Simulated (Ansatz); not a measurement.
Band structure of Mg2Zn (Cmcm, 6 atoms in the cell).

```yaml
crystal:
  lattice:
    - [1.59778, -7.40825, 0.00000]
    - [1.59778, 7.40825, 0.00000]
    - [0.00000, 0.00000, 4.80010]
  atoms:
    - { symbol: Mg, position: [0.44039, 0.55961, 0.25000] }
    - { symbol: Mg, position: [0.55961, 0.44039, 0.75000] }
    - { symbol: Mg, position: [0.76570, 0.23430, 0.25000] }
    - { symbol: Mg, position: [0.23430, 0.76570, 0.75000] }
    - { symbol: Zn, position: [0.10826, 0.89174, 0.25000] }
    - { symbol: Zn, position: [0.89174, 0.10826, 0.75000] }
```

Method: PBEsol, PAW files made with PBE (plane waves; Ansatz, a quantum-chemistry and plane-wave program).

Settings: kpoints.mp_grid.grid = 5 5 4; hamiltonian.xc = pbesol; hamiltonian.pseudopotentials = {kind: paw} (the program's default PAW files); scf.occupations.method = gaussian; scf.occupations.width = 0.0037 Ry; kpoints.band_path.npoints = 8.

The starting cell comes from a database of computed structures (which also holds hypothetical and non-ambient phases and stackings), without a prior relaxation at this level.

Levels in eV from the Fermi level, bands 29 to 36:
```tsv
point	29	30	31	32	33	34	35	36
Γ	-4.99	-1.80	-0.86	0.55	0.99	1.39	1.42	3.10
X	-3.67	-1.62	-1.04	1.10	1.42	1.62	1.96	2.61
S	-2.94	-2.70	-0.43	0.14	1.52	2.17	2.55	2.70
R	-2.33	-2.33	-1.50	-1.50	-0.60	-0.60	1.63	1.63
A	-2.24	-2.24	-1.96	-1.96	0.11	0.11	0.98	0.98
Z	-3.80	-3.80	-3.26	-3.26	4.05	4.05	4.71	4.71
Y	-2.11	-2.00	-1.11	-1.09	-0.30	0.13	3.91	4.17
X1	-3.67	-1.62	-1.04	1.10	1.42	1.62	1.96	2.61
A1	-2.24	-2.24	-1.96	-1.96	0.11	0.11	0.98	0.98
T	-5.29	-5.29	-0.69	-0.69	0.41	0.41	6.36	6.36
```

Bands cross the Fermi level along this path, so the cell is metallic at this level.

Keys are those of Ansatz 0.2.
